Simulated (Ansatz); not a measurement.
The parent structure is HfC in the rock salt structure (space group Fm-3m, No. 225; a = 4.607 Å; relaxed with 0.1 eV smearing).

Method: Kohn–Sham DFT with the PBEsol functional, run in Ansatz (a program for electronic structure) with PAW and 420 eV plane waves, no SOC.

Base values:

- Pressure: 0.0 GPa

Now apply this change: the cell is scaled by 0.9850 in all directions; the atoms relax in the strained cell.

Q: Estimate the effect on the energy relative to the base and pressure.

A: The energy goes up by 20 meV/atom; the pressure goes from zero to 12.3 GPa.

Stability against distortions was not tested. The final runs are not spin-polarised.
